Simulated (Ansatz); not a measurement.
## TiAl$_{2}$ (space group I4_1/amd, No. 141; a cell from a computed database, its experimental status unchecked)

```yaml
crystal:
  lattice:
    - [-1.96750, 1.96750, 12.05611]
    - [1.96750, -1.96750, 12.05611]
    - [1.96750, 1.96750, -12.05611]
  atoms:
    - { symbol: Ti, position: [0.67203, 0.17203, 0.50000] }
    - { symbol: Ti, position: [0.92203, 0.92203, 0.00000] }
    - { symbol: Ti, position: [0.07797, 0.07797, 0.00000] }
    - { symbol: Ti, position: [0.82797, 0.32797, 0.50000] }
    - { symbol: Al, position: [0.41352, 0.41352, 0.00000] }
    - { symbol: Al, position: [0.16352, 0.66352, 0.50000] }
    - { symbol: Al, position: [0.33648, 0.83648, 0.50000] }
    - { symbol: Al, position: [0.58648, 0.58648, 0.00000] }
    - { symbol: Al, position: [0.25011, 0.25011, 0.00000] }
    - { symbol: Al, position: [0.00011, 0.50011, 0.50000] }
    - { symbol: Al, position: [0.49989, 0.99989, 0.50000] }
    - { symbol: Al, position: [0.74989, 0.74989, 0.00000] }
```

All numbers come from PBEsol/PAW in Ansatz (a quantum-chemistry and plane-wave program), no SOC. Settings: 13×13×13 k-points, 0.05 eV Fermi–Dirac smearing.

- Volume per atom = 15.56 Å³
- Density = 3.62 g/cm³
- Band gap = zero
- Total energy = -1174.770 eV/atom (σ→0; compares only within this code and set-up)

No phonon test of stability was made. All final runs are without spin polarisation.
